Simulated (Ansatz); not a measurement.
# Ansatz run on Mo₂N (Imm2, 6 atoms in the cell): self-consistent single point

Computed with PBEsol, default PAW files made with PBE (plane waves; Ansatz, a quantum-chemistry and plane-wave program).

Input as run:

Ansatz 0.2 input:
```yaml
crystal:
  lattice:
    - [-2.134168, 2.134168, 3.987015]
    - [2.134168, -2.134168, 3.987015]
    - [2.134168, 2.134168, -3.987015]
  atoms:
    - { symbol: Mo, position: [0.993230, 0.493230, 0.500000] }
    - { symbol: Mo, position: [0.236960, 0.236960, 0.000000] }
    - { symbol: Mo, position: [0.763040, 0.763040, 0.000000] }
    - { symbol: Mo, position: [0.513040, 0.013040, 0.500000] }
    - { symbol: N, position: [0.250000, 0.750000, 0.500000] }
    - { symbol: N, position: [0.500000, 0.500000, 0.000000] }
basis:
  ecutwfc: 420.0
kpoints:
  mp_grid: { grid: [5, 5, 5] }
hamiltonian:
  xc: pbesol
  pseudopotentials: { kind: paw }
scf:
  occupations: { method: gaussian, width: 0.1 }
output:
  forces: true
  eigenvalues: true
  stress: true
```

Output, abridged:

```
WARN ansatz: RAYON_NUM_THREADS=1 ignored (pool sized by the plan → 1); use --threads N
Pseudopotentials: kind: paw
Pseudopotential: Mo, paw, valence charge 14
Pseudopotential: N, paw, valence charge 5
Crystal: 6 atoms, lattice volume = 72.638 Å³
Basis set: ecut = 420 eV, 1389 PW (Γ), exchange–correlation on 72×72×72 points (8 copies of the dense FFT grid, shifted against one another)
Bands: 40, of which v1, the nominal top of the filled ones, is band 33 counted from 1 (32 counted from 0)
Symmetry: 4 space group operations
Space group: Imm2 (ITA 44), of the structure as read, at distance tolerance 4.2e-5 Å
k-points: 27 of 125 (time reversal used)
PAW frozen core: Mo, regenerated for the run's functional, and the local potential with it
PAW frozen core: N, regenerated for the run's functional, and the local potential with it
Initial density: superposition of atomic densities (neutral atoms: chi_scale 0, normalization atom), corrected by the library's trained network
Initial wavefunctions: pseudopotential atomic-orbital guess
Eigensolver: davidson
Functional: x = pbesol(κ = 0.804, μ = 0.12345679012345678), c = pbesol(β = 0.046)
SCF iter   1: F=—  HF=-20349.244948 eV  |F-HF|=—  |Δ(HF+E_count)|=         —  Δρ=1.19e-2  dr2=8.89e-2  ethr=1.77e-3  ⟨swp⟩=5.2  Hψ=3864  notcnv=0
all-band conjugate gradients solve this SCF's bands
preconditioner: auto → Kerker (q_TF=auto, 2.685 Å⁻¹)
SCF iter   2: F=—  HF=-20349.227652 eV  |F-HF|=—  |Δ(HF+E_count)|=   1.73e-2  Δρ=4.69e-3  dr2=1.29e-2  ethr=1.35e-4  ⟨swp⟩=1.7  Hψ=1352  notcnv=0
SCF iter   3: F=—  HF=-20349.224882 eV  |F-HF|=—  |Δ(HF+E_count)|=   2.77e-3  Δρ=1.02e-3  dr2=4.54e-4  ethr=1.96e-5  ⟨swp⟩=2.0  Hψ=1479  notcnv=0
SCF iter   4: F=—  HF=-20349.224821 eV  |F-HF|=—  |Δ(HF+E_count)|=   6.06e-5  Δρ=1.41e-4  dr2=8.79e-6  ethr=6.88e-7  ⟨swp⟩=2.0  Hψ=1452  notcnv=0
SCF iter   5: F=—  HF=-20349.224817 eV  |F-HF|=—  |Δ(HF+E_count)|=   3.48e-6  Δρ=2.60e-5  dr2=5.18e-7  ethr=1.33e-8  ⟨swp⟩=2.6  Hψ=1974  notcnv=0
SCF iter   6: F=-20349.224817 eV  HF=-20349.224817 eV  |F-HF|=1.48e-9  |Δ(HF+E_count)|=   6.66e-8  Δρ=4.29e-6  dr2=6.71e-9  ethr=1.52e-10  ⟨swp⟩=8.0  Hψ=4093  notcnv=0
SCF 1 converged in 6 iterations: F = -20349.224817 eV  dr2 = 6.71e-9
SCF converged after 6 iterations
Free energy (F): -20349.224817 eV
Harris-Foulkes:  -20349.224817 eV  (|F-HF|=1.48e-9)
Internal energy: -20349.195669 eV  (E = F + TS)
E sigma→0 (E₀):  -20349.210243 eV
Entropy (-TS):   -0.029149 eV (-4.858 meV/atom)
Fermi energy:    20.667486 eV
--- Per-component energies (eV) ---
  E_band       = -177.353776
  E_kinetic    = 2027.355763
  E_local      = -3431.280914  (includes V_loc(G=0)·N_el)
  E_nonlocal   = 668.098262
  E_hartree    = 1121.423112
  E_xc         = -849.358992
  E_vxc        = -1066.975860  (∫ρ·V_xc dr)
  E_paw        = -12819.303466  (= ΣΔE_a)
  E_vpaw       = -617.396915  (= ΣTr[D̂ρ^β])
  E_aug_tail   = 0.000397  (compensation charges beyond the density's cutoff)
  E_ewald      = -7067.023226
  E_core_change = 0.893395  (= ΣΔE_core)
  E_smearing   = -0.029149  (= −TS)
  E_closure    = -0.000000  (closes the sum)
  Σ components = -20349.224817   (vs F -20349.224817, Δ=0.00e0)
--- Forces (eV/Å), atoms counted from 1 ---
  atom   1  Mo     0.00000000     0.00000000    -0.37299695
  atom   2  Mo     0.00000000     0.00000000     0.30494575
  atom   3  Mo     0.00000000     0.00000000    -0.33179671
  atom   4  Mo     0.00000000     0.00000000    -0.09476746
  atom   5  N      0.00000000     0.00000000     0.47685610
  atom   6  N      0.00000000     0.00000000     0.01776211
  max |Σ_I F_I| component: 2.84e-6 eV/Å
--- Stress (GPa, compression-positive) ---
       -9.542692       0.000000       0.000000
        0.000000      -9.775179       0.000000
        0.000000       0.000000      -8.009266
  P = ⅓ Tr σ = -9.1090 GPa (-91.090 kbar)
  The stress holds the Pulay correction. Without it, at fixed plane waves, as pw.x and ABINIT print it: P = -9.3824 GPa
--- Band table (eV; the first three rows and the last of 27) ---
  k-point 0: bands = ["-41.0151", "-40.8400", "-40.8160", "-40.7840", "-15.5637", "-15.3331", "-15.3196", "-15.2937", "-15.2903", "-15.1009", "-15.0628", "-14.9311", "-14.9110", "-14.6712", "-14.4719", "-14.4610", "3.2355", "3.8260", "13.7675", [...]
  k-point 1: bands = ["-40.9813", "-40.8520", "-40.8285", "-40.7933", "-15.5228", "-15.5019", "-15.4726", "-15.2054", "-15.1752", "-15.1465", "-14.9846", "-14.8410", "-14.7976", "-14.7350", "-14.5911", "-14.4762", "3.7255", "4.2152", "13.3508", [...]
  k-point 2: bands = ["-40.9063", "-40.8707", "-40.8489", "-40.8293", "-15.7204", "-15.7073", "-15.2583", "-15.2494", "-15.1413", "-15.0502", "-14.9927", "-14.9433", "-14.6617", "-14.6329", "-14.6210", "-14.5068", "4.6745", "4.8854", "12.0882", [...]
  k-point 26: bands = ["-40.9128", "-40.8880", "-40.8457", "-40.8103", "-15.5318", "-15.5180", "-15.2918", "-15.2246", "-15.1235", "-15.1020", "-15.0361", "-14.9937", "-14.8297", "-14.7054", "-14.5453", "-14.5288", "3.7669", "3.8248", "13.5130", [...]
```

The run converged in 6 iterations.

The starting cell comes from a database of computed structures (which also holds hypothetical and non-ambient phases and stackings), without a prior relaxation at this level. Its lattice was rescaled by up to half a per cent. One atom was moved a little off its site on purpose. Spin polarisation is off. With a pressure of about -9 GPa the cell is away from its equilibrium volume at this level. Ansatz's pressure includes its estimate of the finite-basis (Pulay) stress.
